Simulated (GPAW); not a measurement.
Input and output of a self-consistent single point for Ni2Ge (P6_3/mmc, 6 atoms in the cell) (GPAW).

Method of the run: LDA (Perdew-Wang 92), GPAW PAW datasets LDA (gpaw-data 1.0.1) (plane waves; GPAW 25.7.0).

```
CELL_PARAMETERS angstrom
      3.97981     0.00000     0.00000
     -1.98991     3.44662     0.00000
      0.00000     0.00000     5.02388
ATOMIC_POSITIONS crystal
  Ni 0.66667 0.33333 0.25000
  Ni 0.33333 0.66667 0.75000
  Ni 0.00000 0.00000 0.00000
  Ni 0.00000 0.00000 0.50000
  Ge 0.66667 0.33333 0.75000
  Ge 0.33333 0.66667 0.25000
```

Reference input (self-consistent single point, DFT PBEsol, plane waves, GPAW PAW datasets PBEsol (made by gpaw-setup)): mode = pw; ecut = 850 eV; xc = PBEsol; kpts = 9 9 6; mesh shift (steps) = 0 0 0; occupations.name = methfessel-paxton; occupations.width = 0.272 eV; occupations.order = 0; nbands = -12; convergence.density = 1e-05 e/electron; symmetry.symmorphic = false; symmetry.tolerance = 0.0005. This run's input differs from it in these lines:

```diff
@@ -17,3 +17,3 @@
 calc = GPAW(mode=PW(850),
-            xc='PBEsol',
+            xc='LDA',
             kpts={'size': (9, 9, 6), 'gamma': True},
```

Its files differ too (potentials: GPAW PAW datasets LDA (gpaw-data 1.0.1)).

The program printed (abridged):

```
     iter     time        total  log10-change:
                         energy   eigst   dens
iter:   1 --:--:--   -47.342600
iter:   2 --:--:--   -46.734251   -0.21  -1.43
iter:   3 --:--:--   -46.078878   -0.69  -1.55
iter:   4 --:--:--   -46.323041   -1.41  -1.73
iter:   5 --:--:--   -46.117435   -2.35  -1.83
iter:   6 --:--:--   -46.160772   -2.35  -2.11
iter:   7 --:--:--   -46.123986   -2.94  -2.16
iter:   8 --:--:--   -46.115813   -3.83  -2.79
iter:   9 --:--:--   -46.115765c  -5.67  -3.16
iter:  10 --:--:--   -46.116292c  -4.44  -3.17
iter:  11 --:--:--   -46.115590c  -5.30  -3.06
iter:  12 --:--:--   -46.115332c  -4.82  -3.23
iter:  13 --:--:--   -46.115365c  -6.25  -3.58
iter:  14 --:--:--   -46.115300c  -5.80  -3.65
iter:  15 --:--:--   -46.115300c  -6.63  -4.21
iter:  16 --:--:--   -46.115300c  -8.45c -4.65
iter:  17 --:--:--   -46.115300c  -8.87c -4.79
iter:  18 --:--:--   -46.115301c  -9.16c -4.87
iter:  19 --:--:--   -46.115302c  -9.10c -4.94
iter:  20 --:--:--   -46.115302c  -9.99c -5.03c
Converged after 20 iterations.

Dipole moment: (-0.000000, -0.000000, 0.000000) |e|*Ang

Energy contributions relative to reference atoms: (reference = -279238.018908)

Kinetic:        +60.917930
Potential:      -44.089352
External:        +0.000000
XC:             -63.068583
Entropy (-ST):   -0.124217
Local:           +0.186812
SIC:             +0.000000
--------------------------
Free energy:    -46.177411
Extrapolated:   -46.115302

Showing only first 2 kpts
 Kpt  Band  Eigenvalues  Occupancy
  0    34     10.26363    0.44654
  0    35     12.16446    0.00000
  0    36     12.88525    0.00000
  0    37     12.88529    0.00000

  1    34     10.46329    0.07197
  1    35     12.26346    0.00000
  1    36     12.53705    0.00000
  1    37     12.93944    0.00000

Fermi level: 10.11722

No gap
   [... lines left out ...]
  0 Ni   -0.00000    0.00000    0.00000
  1 Ni    0.00000   -0.00000    0.00000
  2 Ni   -0.00000   -0.00000    0.00000
  3 Ni    0.00000   -0.00000    0.00000
  4 Ge    0.00000    0.00000   -0.00000
  5 Ge    0.00000    0.00000   -0.00000

Stress tensor:
     0.039162    -0.000000     0.000000
    -0.000000     0.039162    -0.000000
     0.000000    -0.000000     0.031231
Stress (GPa, Voigt): [ 6.2745  6.2745  5.0038 -0.      0.     -0.    ]
```

The run converged in 20 iterations. GPAW prints stress with tension positive. Against the reference run the pressure goes from 0.90 to -5.85 GPa.

The starting cell comes from a database of computed structures (which also holds hypothetical and non-ambient phases and stackings), without a prior relaxation at this level. Spin polarisation is off. With a pressure of about -6 GPa the cell is away from its equilibrium volume at this level.

Cost on one core of a shared machine: roughly 4 min.
